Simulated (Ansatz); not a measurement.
Effective masses and thermopower of MgSe under load (space group P6_3mc)

Consider the following.

```yaml
crystal:
  lattice:
    - [4.25541, 0.00000, 0.00000]
    - [-2.12771, 3.68530, 0.00000]
    - [0.00000, 0.00000, 6.61298]
  atoms:
    - { symbol: Mg, position: [0.66667, 0.33333, 0.49354] }
    - { symbol: Mg, position: [0.33333, 0.66667, 0.99354] }
    - { symbol: Se, position: [0.66667, 0.33333, 0.88146] }
    - { symbol: Se, position: [0.33333, 0.66667, 0.38146] }
```

Method: PBEsol with spin-orbit coupling, rigid bands (plane waves, PAW; Ansatz, a program for electronic structure). Condition of this run: uniaxial stress zz = 1 GPa (compression positive) (the target of the relaxation). Geometry: cell and atoms relaxed with PBEsol, then loaded as said.

* **band gap**: 2.35 eV
* **electron conductivity mass (300 K, dilute)**: 0.199 (x), 0.199 (y), 0.189 (z) mₑ
* **hole conductivity mass (300 K, dilute)**: 2.0 (x), 2.0 (y), 0.32 (z) mₑ
* **effective density of states N_c (300 K)**: 2.2e18 cm⁻³
* **effective density of states N_v (300 K)**: 2.3e19 cm⁻³
* **density-of-states mass, electrons**: 0.195 mₑ
* **density-of-states mass, holes**: 0.94 mₑ
* **Seebeck coefficient, n-type 1e19 cm⁻³, 300 K**: -112 μV/K
* **Seebeck coefficient, p-type 1e19 cm⁻³, 300 K**: 297 μV/K
* **best p-type power factor at 300 K for τ = 10 fs (best axis; densities from 1e16 to 1e21 cm⁻³ tried, whether or not they can be reached)**: 8.9 μW/(cm·K²) at 3e19 cm⁻³

Rigid bands; masses and Seebeck coefficients take one relaxation time τ for all states and one kind of carrier; polarons and phonon drag are left out.
